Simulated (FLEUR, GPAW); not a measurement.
A FLEUR input for a self-consistent single point of BaCdSbF (P4/nmm, 8 atoms in the cell) (DFT, PBEsol, all-electron FLAPW (FLEUR), scalar-relativistic valence):

Input of the input generator:

```
BaCdSbF crystal
&input film=f /
4.6326300000 0.0000000000 0.0000000000
0.0000000000 4.6326300000 0.0000000000
0.0000000000 0.0000000000 9.8063600000
1.8897261246
1.0 1.0 1.0

8
56 0.0000000000 0.5000000000 0.6404900000
56 0.5000000000 0.0000000000 0.3595100000
48 0.5000000000 0.5000000000 -0.0000000000
48 0.0000000000 0.0000000000 -0.0000000000
51 -0.0000000000 0.5000000000 0.1846100000
51 0.5000000000 -0.0000000000 0.8153900000
9 0.5000000000 0.5000000000 0.5000000000
9 0.0000000000 0.0000000000 0.5000000000

&comp jspins=1 /
&exco xctyp='PBEs' /
&kpt div1=3 div2=3 div3=2 gamma=t /
&end /
```

```xml
<?xml version="1.0" encoding="UTF-8" standalone="no"?>
<fleurInput fleurInputVersion="0.39">
   <comment>
      BaCdSbF crystal                                                                                     
   </comment>
   <calculationSetup>
      <cutoffs Kmax="3.9" Gmax="13.7" GmaxXC="13.7" numbands="0"/>
      <scfLoop itmax="60" minDistance="0.00001" maxIterBroyd="15" imix="Anderson" alpha="0.05" precondParam="0.0" spinf="2.0"/>
      <coreElectrons ctail="T" frcor="F" kcrel="0" coretail_lmax="0"/>
      <xcFunctional name="PBEs" relativisticCorrections="F"/>
      <magnetism jspins="1"/>
      <soc l_soc="F" theta="0.0" phi="0.0" spav="F"/>
      <expertModes spex="0" secvar="F"/>
      <geometryOptimization l_f="T" forcealpha="1.0" forcemix="BFGS" epsdisp="0.00001" epsforce="0.00001"/>
      <ldaU l_linMix="F" mixParam="0.05" spinf="1.0"/>
   </calculationSetup>
   <cell>
      <bzIntegration valenceElectrons="100.0" mode="hist" fermiSmearingEnergy="0.00036749">
         <kPointListSelection listName="default-1"/>
         <!-- k-points included here -->
         <xi:include xmlns:xi="http://www.w3.org/2001/XInclude" href="kpts.xml"> </xi:include>
      </bzIntegration>
      <!-- symmetry operations included here -->
      <xi:include xmlns:xi="http://www.w3.org/2001/XInclude" href="sym.xml"> </xi:include>
      <bulkLattice scale="1.0">
         <bravaisMatrix>
            <row-1>    8.7544019366056975     0.0000000000000000     0.0000000000000000</row-1>
            <row-2>    0.0000000000000000     8.7544019366056975     0.0000000000000000</row-2>
            <row-3>    0.0000000000000000     0.0000000000000000    18.5313346792324545</row-3>
         </bravaisMatrix>
      </bulkLattice>
   </cell>
   <atomSpecies>
      <species name="Barium (Ba)" element="Ba" atomicNumber="56">
         <mtSphere radius="2.63" gridPoints="925" logIncrement="0.014"/>
         <atomicCutoffs lmax="10" lnonsphr="8"/>
         <electronConfig flipSpins="F">
            <coreConfig>(1s1/2) (2s1/2) (2p1/2) (2p3/2) (3s1/2) (3p1/2) (3p3/2) (4s1/2) (3d3/2) (3d5/2) (4p1/2) (4p3/2) (4d3/2) (4d5/2)</coreConfig>
            <valenceConfig>(5s1/2) (5p1/2) (5p3/2) (6s1/2)</valenceConfig>
         </electronConfig>
         <energyParameters s="6" p="6" d="5" f="4"/>
         <lo type="SCLO" l="0" n="5" eDeriv="0"/>
         <lo type="SCLO" l="1" n="5" eDeriv="0"/>
      </species>
      <species name="Cadmium (Cd)" element="Cd" atomicNumber="48">
         <mtSphere radius="2.54" gridPoints="895" logIncrement="0.014"/>
         <atomicCutoffs lmax="10" lnonsphr="8"/>
         <electronConfig flipSpins="F">
            <coreConfig>(1s1/2) (2s1/2) (2p1/2) (2p3/2) (3s1/2) (3p1/2) (3p3/2) (4s1/2) (3d3/2) (3d5/2)</coreConfig>
            <valenceConfig>(4p1/2) (4p3/2) (5s1/2) (4d3/2) (4d5/2)</valenceConfig>
         </electronConfig>
         <energyParameters s="5" p="5" d="4" f="4"/>
         <lo type="SCLO" l="1" n="4" eDeriv="0"/>
         <lo type="HELO" l="2" n="5" eDeriv="0"/>
      </species>
      <species name="Antimony (Sb)" element="Sb" atomicNumber="51">
         <mtSphere radius="2.54" gridPoints="895" logIncrement="0.015"/>
         <atomicCutoffs lmax="10" lnonsphr="8"/>
         <electronConfig flipSpins="F">
            <coreConfig>(1s1/2) (2s1/2) (2p1/2) (2p3/2) (3s1/2) (3p1/2) (3p3/2) (4s1/2) (3d3/2) (3d5/2) (4p1/2) (4p3/2)</coreConfig>
            <valenceConfig>(5s1/2) (4d3/2) (4d5/2) (5p1/2) (5p3/2)</valenceConfig>
            <stateOccupation state="(5p1/2)" spinUp="0.5" spinDown="0.5"/>
            <stateOccupation state="(5p3/2)" spinUp="1.0" spinDown="1.0"/>
         </electronConfig>
         <energyParameters s="5" p="5" d="5" f="4"/>
         <lo type="SCLO" l="2" n="4" eDeriv="0"/>
      </species>
      <species name="Fluorine (F)" element="F" atomicNumber="9">
         <mtSphere radius="1.68" gridPoints="593" logIncrement="0.018"/>
         <atomicCutoffs lmax="6" lnonsphr="4"/>
         <electronConfig flipSpins="F">
            <coreConfig>(1s1/2)</coreConfig>
            <valenceConfig>(2s1/2) (2p1/2) (2p3/2)</valenceConfig>
            <stateOccupation state="(2p1/2)" spinUp="0.8333333333333" spinDown="0.8333333333333"/>
            <stateOccupation state="(2p3/2)" spinUp="1.6666666666667" spinDown="1.6666666666667"/>
         </electronConfig>
         <energyParameters s="2" p="2" d="3" f="4"/>
      </species>
   </atomSpecies>
   <atomGroups>
      <atomGroup species="Barium (Ba)">
         <relPos label="                   1">-1.000/4.000 1.000/4.000 -.3595100000</relPos>
         <relPos label="                   2">1.000/4.000 -1.000/4.000 .3595100000</relPos>
         <force calculate="T" relaxXYZ="TTT"/>
      </atomGroup>
      <atomGroup species="Cadmium (Cd)">
         <relPos label="                   3">1.000/4.000 1.000/4.000 .0000000000</relPos>
         <relPos label="                   4">-1.000/4.000 -1.000/4.000 .0000000000</relPos>
         <force calculate="T" relaxXYZ="TTT"/>
      </atomGroup>
      <atomGroup species="Antimony (Sb)">
         <relPos label="                   5">-1.000/4.000 1.000/4.000 .1846100000</relPos>
         <relPos label="                   6">1.000/4.000 -1.000/4.000 -.1846100000</relPos>
         <force calculate="T" relaxXYZ="TTT"/>
      </atomGroup>
      <atomGroup species="Fluorine (F)">
         <relPos label="                   7">1.000/4.000 1.000/4.000 1.000/2.000</relPos>
         <relPos label="                   8">-1.000/4.000 -1.000/4.000 1.000/2.000</relPos>
         <force calculate="T" relaxXYZ="TTT"/>
      </atomGroup>
   </atomGroups>
   <output dos="F" band="F" slice="F">
      <checks vchk="F" cdinf="F"/>
      <bandDOS minEnergy="-.5*Htr" maxEnergy="0.5*Htr" sigma="0.015" storeEVData="T"/>
      <vacuumDOS vacdos="F" integ="F" star="F" nstars="0" locx1="0.0" locy1="0.0" locx2="0.0" locy2="0.0" nstm="0" tworkf="0.0"/>
      <unfoldingBand unfoldBand="F" supercellX="1" supercellY="1" supercellZ="1"/>
      <plotting iplot="0" polar="F">
         <plot TwoD="T" vec1="  1.0  0.0  0.0" vec2="  0.0  1.0  0.0" vec3="  0.0  0.0  1.0" zero="  0.0  0.0  0.0" file="plot"/>
      </plotting>
      <chargeDensitySlicing numkpt="0" minEigenval="0.0" maxEigenval="0.0" nnne="0" pallst="F"/>
      <specialOutput eonly="F"/>
      <magneticCircularDichroism mcd="F" energyLo="-10.0" energyUp="0.0"/>
   </output>
  <!-- We include the file relax.xml here to enable relaxations (see documentation) -->
  <xi:include xmlns:xi="http://www.w3.org/2001/XInclude" href="relax.xml"> <xi:fallback/> </xi:include>
</fleurInput>
```

Problem. Translate this input to GPAW.

Solution. This is the input that was run; spellings and numerical settings could be chosen otherwise.

```python
from ase import Atoms
from ase.units import GPa
from gpaw import GPAW

atoms = Atoms(['Ba', 'Ba', 'Cd', 'Cd', 'Sb', 'Sb', 'F', 'F'],
              cell=[[4.632630, 0.000000, 0.000000],
                    [0.000000, 4.632630, 0.000000],
                    [0.000000, 0.000000, 9.806360]],
              positions=[[0.000000, 2.316315, 6.280876],
                         [2.316315, 0.000000, 3.525484],
                         [2.316315, 2.316315, 0.000000],
                         [0.000000, 0.000000, 0.000000],
                         [0.000000, 2.316315, 1.810352],
                         [2.316315, 0.000000, 7.996008],
                         [2.316315, 2.316315, 4.903180],
                         [0.000000, 0.000000, 4.903180]],
              pbc=True)

calc = GPAW(mode={'name': 'pw', 'ecut': 900},
            xc='PBEsol',
            kpts={'size': (3, 3, 2), 'gamma': True},
            occupations={'name': 'fermi-dirac', 'width': 0.01},
            nbands=-8,
            convergence={'forces': 0.001, 'bands': -6},
            symmetry={'symmorphic': False, 'tolerance': 0.0005},
            maxiter=150)

atoms.calc = calc

energy = atoms.get_potential_energy()
print('Energy (eV):', round(energy, 6))
forces = atoms.get_forces()
print('Forces (eV/Ang):')
print(forces.round(5))
stress = atoms.get_stress()
print('Stress (GPa, Voigt):', (stress / GPa).round(4))
```

Basis, cutoffs, solver keys and any potentials are the target program's own. This input uses DFT PBEsol, plane waves, GPAW PAW datasets PBEsol (made by gpaw-setup).

The starting cell comes from a database of computed structures (which also holds hypothetical and non-ambient phases and stackings), without a prior relaxation at this level.
